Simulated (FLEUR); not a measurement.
FLEUR run on AgBr (Fm-3m, 2 atoms in the cell): self-consistent single point.

Method of the run: PBE, all-electron FLAPW (FLEUR), scalar-relativistic valence run with FLEUR.

The change in words: lattice scaled by 0.98. Reference geometry:
```
CELL_PARAMETERS angstrom
      0.00000     2.88500     2.88500
      2.88500     0.00000     2.88500
      2.88500     2.88500     0.00000
ATOMIC_POSITIONS crystal
  Ag 0.00000 0.00000 0.00000
  Br 0.50000 0.50000 0.50000
```

Reference input (self-consistent single point, DFT, PBE, all-electron FLAPW (FLEUR), scalar-relativistic valence): Kmax = 4 1/bohr; GmaxXC = 12 1/bohr; xcFunctional = pbe; jspins = 1; l_soc = F; mode = hist; fermiSmearingEnergy = 0.00183747 Htr; mesh (inpgen div1-3) = 10 10 10; inpgen gamma flag = true; Gmax = 12 1/bohr; numbands = 0; maxIterBroyd = 25. This run's input differs from it in these lines:

```diff
@@ -3,6 +3,6 @@
 &input film=f /
--0.0000000000 0.7071067812 0.7071067812
-0.7071067812 -0.0000000000 0.7071067812
-0.7071067812 0.7071067812 -0.0000000000
-7.7100941677
+0.0000000000 0.7071067812 0.7071067812
+0.7071067812 0.0000000000 0.7071067812
+0.7071067812 0.7071067812 0.0000000000
+7.5558922843
 1.0 1.0 1.0
@@ -43,5 +43,5 @@
          <bravaisMatrix>
-            <row-1>    0.0000000000000000     5.4518598696712406     5.4518598696712406</row-1>
-            <row-2>    5.4518598696712406     0.0000000000000000     5.4518598696712406</row-2>
-            <row-3>    5.4518598696712406     5.4518598696712406     0.0000000000000000</row-3>
+            <row-1>    0.0000000000000000     5.3428226722452878     5.3428226722452878</row-1>
+            <row-2>    5.3428226722452878     0.0000000000000000     5.3428226722452878</row-2>
+            <row-3>    5.3428226722452878     5.3428226722452878     0.0000000000000000</row-3>
          </bravaisMatrix>
```

The program printed (abridged):

```
 Iteration:     1   Distance:       4.12664078 me/bohr^3
 Iteration:     2   Distance:       3.69033087 me/bohr^3
 Iteration:     3   Distance:       2.25631675 me/bohr^3
 Iteration:     4   Distance:       0.85647561 me/bohr^3
 Iteration:     5   Distance:       0.65155293 me/bohr^3
   [... 5 lines left out ...]
 Iteration:    11   Distance:       0.00027959 me/bohr^3
 Iteration:    12   Distance:       0.00023996 me/bohr^3
 Iteration:    13   Distance:       0.00005766 me/bohr^3
 Iteration:    14   Distance:       0.00000872 me/bohr^3
 Run finished successfully
 Stop message:
   Structural relaxation: Done

[file out, last iteration]
             iter=     15
[...]
          total density-effective poten   -1.2931385482E+04
          total charge density-energy d   -2.4184621443E+02
 Updated energy parameters for spin:           1
[...]
 fermi energy and band-weighting factors:
    0.604415    0.639974    0.639974

[...]
FERMIE:
          first approx. to ef    (T=0)  :   0.198829 htr   (energy of the highest occ. eigenvalue)
          number of occ. states  (T=0)  :        564
          first approx. to seigv (T=0)  :  -9.907299 htr
          sum of weights of occ. states :  12.000000
          sum of semicore charge        :   0.000000 e
FERHIS:  Fermi-Energy by histogram:
          bandgap                     :   0.027891 htr
   [... lines left out ...]
          charge neutrality (T=0)     :   0.000000    (zero if the highest occ. eigenvalue is "entirely" occupied)
     EF_NEWTON:  Adjust Fermi-Energy by Newton-Method.
 Direct bandgap for spin            1 :   0.10527684885761260       Htr
 ---->    free energy=                     -7923.9773698582 htr
   [... lines left out ...]
      extrapolation for T->0
 ---->    total electron energy=           -7923.9773698131 htr
 ***** TOTAL FORCES ON ATOMS *****
 TOTAL FORCE FOR ATOM TYPE=  1  X=  0.000   Y=  0.000   Z=  0.000
                       FX_TOT= 0.000000 FY_TOT= 0.000000 FZ_TOT= 0.000000
 TOTAL FORCE FOR ATOM TYPE=  2  X=  5.343   Y=  5.343   Z=  5.343
                       FX_TOT= 0.000000 FY_TOT= 0.000000 FZ_TOT= 0.000000
 Structural relaxation: Done
```

The run converged in 14 iterations. FLEUR gives forces in its relaxation mode, with a further iteration, so its stop message speaks of a relaxation. Against the reference run the free energy rises by 29.2 meV/atom and the gap on the mesh hardly changes (0.753 to 0.759 eV).

The starting cell has typed, rounded lattice constants, without a prior relaxation at this level. For this run, on top of that: lattice scaled by 0.98. Values depend on the basis (sphere radii, cutoffs, local orbitals), which need not be converged.

Cost on one core of a shared machine: roughly 60 s.
